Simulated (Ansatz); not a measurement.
## Response to strain in Mg2Sn

Start from Mg2Sn (space group Fm-3m, No. 225; a = 6.6638 Å; relaxed with 0.1 eV smearing). Axes: x, y, z lie along the cube axes.

Strains are applied to the cell and any free atomic positions relax.

Computed with Ansatz (a program for electronic structure), LDA, PAW, cutoff 420 eV, without spin-orbit coupling.

Notes on the quantities. energy relative to the base: free energy F; pressure: mean of the normal stresses, compression positive.

```
case                            energy relative to the base  shortest interatomic distance  pressure
------------------------------  ---------------------------  -----------------------------  --------
base                                             0 meV/atom                        2.886 Å   0.0 GPa
uniaxial strain ε_zz = −3.00 %                +5.8 meV/atom                        2.857 Å   1.5 GPa
uniaxial strain ε_zz = −2.50 %                +4.0 meV/atom                        2.862 Å   1.3 GPa
uniaxial strain ε_zz = −2.00 %                +2.6 meV/atom                        2.866 Å   1.0 GPa
uniaxial strain ε_zz = −1.00 %                +0.6 meV/atom                        2.876 Å   0.5 GPa
uniaxial strain ε_zz = −0.50 %                +0.2 meV/atom                        2.881 Å   0.2 GPa
uniaxial strain ε_zz = +1.50 %                +1.3 meV/atom                        2.900 Å  -0.7 GPa
uniaxial strain ε_zz = +2.00 %                +2.4 meV/atom                        2.905 Å  -0.9 GPa
uniaxial strain ε_zz = +2.50 %                +3.7 meV/atom                        2.910 Å  -1.1 GPa
uniaxial strain ε_zz = +3.00 %                +5.3 meV/atom                        2.915 Å  -1.3 GPa
```

Whether these cells are dynamically stable was not tested.
